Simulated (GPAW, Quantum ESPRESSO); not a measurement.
A Quantum ESPRESSO input for a self-consistent single point of CaC2 (P1, 6 atoms in the cell) (DFT, LDA (PZ), plane waves, GBRV 1.5 ultrasoft (LDA) pseudopotentials):

```fortran
&CONTROL
  calculation = 'scf',
  prefix = 'scf',
  outdir = './tmp',
  pseudo_dir = './',
  tprnfor = .true.,
  tstress = .true.,
/
&SYSTEM
  ibrav = 0,
  nat = 6,
  ntyp = 2,
  ecutwfc = 40,
  ecutrho = 200,
  occupations = 'fixed',
  nbnd = 20,
/
&ELECTRONS
  conv_thr = 1.0d-9,
  mixing_beta = 0.4,
/
ATOMIC_SPECIES
Ca    40.0780  ca_lda_v1.uspp.F.UPF
C     12.0110  c_lda_v1.2.uspp.F.UPF
ATOMIC_POSITIONS {crystal}
Ca    0.2138840000    0.9977060000    0.7619310000
Ca    0.7658620000    0.0101270000    0.2508550000
C     0.1360010000    0.3878680000    0.0595750000
C     0.8762170000    0.6034220000    0.9479140000
C     0.4536350000    0.6365160000    0.4285800000
C     0.5544010000    0.3643610000    0.5511440000
K_POINTS {automatic}
7 6 3  0 0 0
CELL_PARAMETERS {angstrom}
   3.8762460000     0.0000000000     0.0000000000
   1.8496410000     3.5393480000     0.0000000000
   0.4117880000     1.0069440000     7.2199330000
```

**Question.** Write the same calculation as an input for GPAW.

**Answer.** This is the input that was run; spellings and numerical settings could be chosen otherwise.

```python
from ase import Atoms
from ase.units import GPa
from gpaw import GPAW, PW

atoms = Atoms(['Ca', 'Ca', 'C', 'C', 'C', 'C'],
              cell=[[3.876246, 0.000000, 0.000000],
                    [1.849641, 3.539348, 0.000000],
                    [0.411788, 1.006944, 7.219933]],
              positions=[[2.988219, 4.298451, 5.501091],
                         [3.090700, 0.288440, 1.811156],
                         [1.269122, 1.432789, 0.430128],
                         [4.902886, 3.090217, 6.843876],
                         [3.112211, 2.684408, 3.094319],
                         [3.049886, 1.844572, 3.979223]],
              pbc=True)

calc = GPAW(mode=PW(900),
            xc='LDA',
            kpts={'size': (7, 6, 3), 'gamma': True},
            occupations={'name': 'fixed-uniform'},
            nbands=-8,
            convergence={'forces': 0.001, 'bands': -6},
            symmetry={'symmorphic': False, 'tolerance': 0.0005},
            maxiter=150)

atoms.calc = calc

energy = atoms.get_potential_energy()
print('Energy (eV):', round(energy, 6))
forces = atoms.get_forces()
print('Forces (eV/Ang):')
print(forces.round(5))
stress = atoms.get_stress()
print('Stress (GPa, Voigt):', (stress / GPa).round(4))
```

Basis settings and potentials, where a program has them, do not carry over. This input uses DFT LDA (Perdew-Wang 92), plane waves, GPAW PAW datasets LDA (gpaw-data 1.0.1). LDA parametrisations can differ slightly between programs.

The starting cell comes from a database of computed structures (which also holds hypothetical and non-ambient phases and stackings), without a prior relaxation at this level. Its lattice was rescaled by a random factor within 2.5 % of one. For this run, on top of that: atoms moved at random.
